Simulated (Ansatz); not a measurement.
# NH4I (P4/nmm, No. 129; cell taken from a computed entry)

These are LDA (plane waves, PAW; Ansatz, a first-principles code) values and carry that method's errors.

Numerical settings: plane-wave cutoff 500 eV, 8×8×10 k mesh (along the axes of the cell as run), gaussian smearing 0.02 eV, scalar-relativistic PAW data made under PBE.

Cell (relaxed at this level):

H$_{4}$IN has the tetragonal space group P4/nmm, origin choice 1 (No. 129), Pearson symbol tP12. Conventional cell: a = 5.9110 Å, b = 5.9110 Å, c = 4.2315 Å, α = 90.00°, β = 90.00°, γ = 90.00°. H on 8i is coordinated by 1 N at 1.050 Å. I on 2c is surrounded by no neighbour by this rule. N on 2a is surrounded by 4 H at 1.050 Å (tetrahedral). (Neighbours: up to the widest gap in distance over summed covalent radii, below 1.35, at either atom.)

```json
{
 "band_gap": "3.76 eV (on the SCF k mesh)"
}
```

Note: the relaxation could not lower the start's symmetry, so the cell can be a saddle point above a distorted one.

Spin–orbit coupling is not included.
